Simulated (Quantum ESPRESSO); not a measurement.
A self-consistent single point of Ta2O5 (P2/m, 7 atoms in the cell) with Quantum ESPRESSO.

Method of the run: PBEsol, GBRV 1.5 ultrasoft (PBESOL) pseudopotentials (plane waves; Quantum ESPRESSO).

```xyz
7
Lattice="3.8414 0.0000 0.0000 0.0000 3.8627 0.0000 -1.8189 0.0000 6.5290" Properties=species:S:1:pos:R:3 pbc="T T T"
Ta     1.0558     0.0000     5.1664
Ta     0.9667     0.0000     1.3625
O      1.0914     1.9314     5.2123
O      0.9311     1.9314     1.3167
O     -0.8547     0.0000     5.6842
O      2.8771     0.0000     0.8447
O      1.0112     0.0000     3.2645
```

Reference input (self-consistent single point, DFT, PBEsol, plane waves, GBRV 1.5 ultrasoft (PBESOL) pseudopotentials): ecutwfc = 40 Ry; ecutrho = 320 Ry; occupations = smearing; smearing = fd; degauss = 0.0036749 Ry; potentials = {Ta: ta_pbesol_v1.uspp.F.UPF, O: o_pbesol_v1.2.uspp.F.UPF}; K_POINTS = automatic 6 6 3 1 1 1; conv_thr = 1e-11 Ry; mixing_beta = 0.7. This run's input differs from it in these lines:

```diff
@@ -24,3 +24,3 @@
 &electrons
-    conv_thr = 1.0e-11
+    conv_thr = 7.3e-05
     mixing_beta = 0.7
```

Log, with long lists cut:

```
     Self-consistent Calculation

     iteration #  1     ecut=    40.00 Ry     beta= 0.70

---- Real-time Memory Report at c_bands before calling an iterative solver
           411 MiB given to the printing process from OS
            88 MiB allocation reported by mallinfo(arena+hblkhd)
------------------

     negative rho (up, down):  1.919E-01 0.000E+00

     total energy              =    -443.92151728 Ry
     estimated scf accuracy    <       2.83864317 Ry

     iteration #  2     ecut=    40.00 Ry     beta= 0.70

---- Real-time Memory Report at c_bands before calling an iterative solver
   [... lines left out ...]
           469 MiB given to the printing process from OS
           126 MiB allocation reported by mallinfo(arena+hblkhd)
------------------

     negative rho (up, down):  1.958E-01 0.000E+00

     total energy              =    -445.38288909 Ry
     estimated scf accuracy    <       0.00020898 Ry

     iteration #  9     ecut=    40.00 Ry     beta= 0.70

---- Real-time Memory Report at c_bands before calling an iterative solver
           469 MiB given to the printing process from OS
           126 MiB allocation reported by mallinfo(arena+hblkhd)
------------------

     negative rho (up, down):  1.958E-01 0.000E+00
     End of self-consistent calculation

     the Fermi energy is     8.1188 ev

!    total energy              =    -445.38293201 Ry
     estimated scf accuracy    <       0.00000114 Ry
     smearing contrib. (-TS)   =      -0.00000000 Ry
     internal energy E=F+TS    =    -445.38293201 Ry

     convergence has been achieved in   9 iterations

     negative rho (up, down):  1.958E-01 0.000E+00

     Forces acting on atoms (cartesian axes, Ry/au):

     atom    1 type  1   force =    -0.00034753    0.00000000    0.00828796
     atom    2 type  1   force =     0.00034753    0.00000000   -0.00828796
     atom    3 type  2   force =    -0.00063563    0.00000000   -0.00065500
     atom    4 type  2   force =     0.00063563    0.00000000    0.00065500
     atom    5 type  2   force =    -0.00043920    0.00000000    0.00076301
   [... lines left out ...]
     Total force =     0.011868     Total SCF correction =     0.002437
   [... lines left out ...]

     negative rho (up, down):  1.958E-01 0.000E+00
          total   stress  (Ry/bohr**3)                   (kbar)     P=      -10.02
  -0.00008276   0.00000000  -0.00000302          -12.17        0.00       -0.44
   0.00000000  -0.00003564   0.00000000            0.00       -5.24        0.00
  -0.00000302   0.00000000  -0.00008591           -0.44        0.00      -12.64

   JOB DONE.
```

The run converged in 9 iterations. Against the reference run the free energy hardly moves (within 1 meV/atom), the pressure moves little (-0.99 to -1.00 GPa), the largest force goes from 0.206 to 0.213 eV/Å and the gap on the mesh hardly changes (2.667 to 2.669 eV). The full log also holds: “SCF correction compared to forces is large: reduce conv_thr to get better values”.

The starting cell comes from a database of computed structures (which also holds hypothetical and non-ambient phases and stackings), without a prior relaxation at this level. Spin-orbit coupling is off. The shifted mesh does not hold Γ, so a gap read on it misses any band edge there.

Cost on one core of a shared machine: roughly 80 s.
